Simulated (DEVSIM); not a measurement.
# illuminated Si n-on-p cell, one wavelength, with a back-surface field

Structure: illuminated Si n-on-p cell, one wavelength, with a back-surface field, at 300 K.

```tsv
layer (left to right)	material	thickness (μm)	Nd (cm⁻³)	Na (cm⁻³)	τn (s)	τp (s)	absorption coefficient (cm⁻¹)
1	Si	0.160	3.2e18	-	6.7e-6	2.5e-5	430
2	Si	150	-	3.7e16	0.00011	0.00011	430
3	Si	0.790	-	1.7e18	0.00011	0.00011	430
```

Left contact: ohmic, minority hole recombination velocity 1e6 cm/s. Right contact: ohmic, minority electron recombination velocity 900 cm/s. Voltage is applied to the left contact. Recombination: SRH at mid-gap, radiative, Auger. Light enters at the left, 2.1e17 photons cm⁻² s⁻¹, one pass, no reflection. Mobility is μmin + (μ − μmin)/(1 + (N/Nref)^α).

The device is made up for the run: typed textbook-type constants, with dimensions and the other settings drawn at random. Values at 300 K.

```
parameter           Si
-------------  -------
gap (eV)         1.124
affinity (eV)     4.05
permittivity      11.7
Nc (cm⁻³)      2.86e19
Nv (cm⁻³)       3.1e19
μn (cm²/Vs)       1417
μp (cm²/Vs)        470
μn,min              52
μp,min              45
Nref,n          9.7e16
Nref,p          2.2e17
αn                0.68
αp                0.72
B (cm³/s)      4.7e-15
Cn (cm⁶/s)     2.8e-31
Cp (cm⁶/s)     9.9e-32
```

DEVSIM, 1D drift-diffusion, Boltzmann statistics, complete ionisation; no tunnelling, impact ionisation, image-force lowering or self-heating.

* **Potential step across the device at zero bias**: 0.992 V
* **Dark forward voltage at 1 A/cm²**: 0.725 V
* **Dark forward voltage at 100 A/cm²**: 0.914 V
* **Short-circuit current**: 33.1 mA/cm²
* **Open-circuit voltage**: 0.629 V
* **Fill factor**: 0.83
* **Largest power**: 17.3 mW/cm²
* **Share of generated pairs collected at short circuit**: 0.985

Dark reverse current:

```json
[
 {"V (V)": "0.04", "J (A/cm²)": "8.4e-12"},
 {"V (V)": "0.10", "J (A/cm²)": "1.6e-11"},
 {"V (V)": "0.20", "J (A/cm²)": "2.7e-11"},
 {"V (V)": "0.30", "J (A/cm²)": "3.6e-11"},
 {"V (V)": "0.40", "J (A/cm²)": "4.5e-11"},
 {"V (V)": "0.60", "J (A/cm²)": "6.0e-11"},
 {"V (V)": "0.80", "J (A/cm²)": "7.4e-11"},
 {"V (V)": "1.00", "J (A/cm²)": "8.7e-11"},
 {"V (V)": "1.30", "J (A/cm²)": "1.1e-10"},
 {"V (V)": "1.60", "J (A/cm²)": "1.2e-10"},
 {"V (V)": "2.00", "J (A/cm²)": "1.4e-10"}
]
```

Dark forward current:

```csv
V (V),J (A/cm²)
-0.05,-2.4e-11
-0.10,-1.1e-10
-0.15,-4.9e-10
-0.25,-1.6e-8
-0.30,-1.0e-7
-0.35,-6.9e-7
-0.40,-4.7e-6
-0.45,-3.2e-5
-0.55,-0.0015
-0.60,-0.011
-0.65,-0.073
-0.70,-0.46
-0.80,-8.1
-0.85,-25
-0.90,-76
-0.95,-200
-1.00,-430
-1.10,-1200
-1.15,-1600
-1.20,-2100
```
